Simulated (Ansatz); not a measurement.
**ZrS2: pressure −1 GPa**

Consider ZrS₂ in the CdI2 type structure (space group P-3m1, No. 164; a = 3.6743 Å, c = 5.8603 Å; layered, stacked along the Cartesian z axis).

One thing is altered: a negative pressure, −1 GPa.

Method: r2SCAN+rVV10 (Ansatz, a program for electronic structure), no spin-orbit coupling. Settings: 10×10×6 k-points, 0.05 eV Fermi–Dirac smearing.

The density decreases by 0.17 g/cm³ (3.77 g/cm³ → 3.60 g/cm³) and the c/a ratio rises by 0.050 to 1.645. The shortest interatomic distance rises by 0.007 Å (2.565 Å → 2.572 Å) and the enthalpy H = E + PV relative to the base's energy amounts to -0.15 eV/atom. The band gap rises by 0.17 eV to 1.34 eV.

Cost of the whole job for the changed cell (relaxation, final SCF and bands): about 2.1 core-minutes (a rough figure).

Load acts through the strain it causes; cell and atoms are relaxed under it. Whether these cells are dynamically stable was not tested.
